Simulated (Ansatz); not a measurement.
The starting structures come from a database of crystals and need not be the phases stable at ambient conditions.

The decay constant κ of evanescent states in the gap governs leakage through a thin film.

Consider the following.

```yaml
crystal:
  lattice:
    - [6.57251, 0.00000, 0.00000]
    - [0.00000, 7.02889, 0.00000]
    - [3.28626, 3.51444, 6.70662]
  atoms:
    - { symbol: K, position: [0.35776, 0.69151, 0.28448] }
    - { symbol: K, position: [0.64224, 0.30849, 0.71552] }
    - { symbol: K, position: [0.14224, 0.97599, 0.71552] }
    - { symbol: K, position: [0.85776, 0.02401, 0.28448] }
    - { symbol: Ge, position: [0.75000, 0.50000, 0.00000] }
    - { symbol: Ge, position: [0.25000, 0.50000, 0.00000] }
    - { symbol: As, position: [0.10283, 0.43087, 0.79434] }
    - { symbol: As, position: [0.89717, 0.56913, 0.20566] }
    - { symbol: As, position: [0.39717, 0.22521, 0.20566] }
    - { symbol: As, position: [0.60283, 0.77479, 0.79434] }
```

The cell is taken as given.

Transport runs along the normal of the first two printed cell vectors.

No gap correction and no spin-orbit coupling; mid-gap is the computed energy nearest the middle.

Question: Compute, with PBEsol in Ansatz (a program for electronic structure), the band gap and the smallest decay constant κ at mid-gap.

Answer: Gap 0.80 eV on a 6×6×6 mesh; κ = 0.118 1/Å, at the zone centre.
